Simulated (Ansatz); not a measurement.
Effect of Ge → W on Ge

Consider Ge in the diamond structure (space group Fd-3m, No. 227; a = 5.6761 Å).

Modification: full substitution Ge → W; the structure is relaxed again.

Calculations: Ansatz (a first-principles code) PBEsol, no spin-orbit coupling, earlier PAW set. k-mesh 14×14×14 (Γ-centred); smearing 0.05 eV (Fermi–Dirac).

The volume per atom rises by 0.98 Å³ (22.86 Å³ → 23.84 Å³) and the density rises by 7.53 g/cm³ to 12.81 g/cm³. The lattice parameter a rises by 0.080 Å to 5.756 Å and the space group remains Fd-3m (No. 227). The band gap stays zero.

No phonon test of stability was made. As relaxed here, W is a hypothetical phase, not in the database extracts checked. All final runs are without spin polarisation. A zero or small gap of Ge can be the functional's error rather than a property of the material.
